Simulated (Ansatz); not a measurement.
We consider HfSiO4 (I4₁/amd, No. 141, 12 atoms in the cell; start COD 9000852), described by r²SCAN0 (Ansatz, an electronic-structure program, plane waves, PAW).

Run with plane-wave cutoff 520 eV, 6×6×6 k mesh, Fermi–Dirac smearing 0.01 eV, scalar-relativistic PAW data made under PBE.

Cell (measured lattice):

```cif
data_Hf2O8Si2
_chemical_formula_sum 'Hf2 Si2 O8'
_space_group_name_H-M_alt 'P 1'
_space_group_IT_number 1
_cell_length_a 5.52167
_cell_length_b 5.52167
_cell_length_c 5.52167
_cell_angle_alpha 106.953
_cell_angle_beta 106.953
_cell_angle_gamma 114.635
loop_
_space_group_symop_operation_xyz
  'x, y, z'
loop_
_atom_site_label
_atom_site_type_symbol
_atom_site_fract_x
_atom_site_fract_y
_atom_site_fract_z
_atom_site_occupancy
Hf1 Hf 0.75000 0.25000 0.50000 1
Hf2 Hf 0.00000 0.00000 0.00000 1
Si1 Si 0.25000 0.75000 0.50000 1
Si2 Si 0.50000 0.50000 0.00000 1
O1 O 0.13530 0.31980 0.81550 1
O2 O 0.06980 0.75430 0.68450 1
O3 O 0.50430 0.31980 0.18450 1
O4 O 0.06980 0.38530 0.31550 1
O5 O 0.61470 0.93020 0.68450 1
O6 O 0.68020 0.86470 0.18450 1
O7 O 0.24570 0.93020 0.31550 1
O8 O 0.68020 0.49570 0.81550 1
```

**Question.** What does this level give for the band gap, smallest direct gap on the k points sampled and Γ–Γ gap?

**Answer.** 
- band gap = 8.45 eV
- smallest direct gap on the k points sampled = 8.86 eV
- Γ–Γ gap = 8.91 eV

Note: the file's cell can be that of a phase stable at another temperature; cell and atoms aren't relaxed at this level (largest force component 0.17 eV/Å, pressure -2.6 GPa).

Spin–orbit coupling is not included.

The computed numbers hold no vibrational or temperature effects.

It cost about 10 core-minutes (a rough figure) of CPU time.
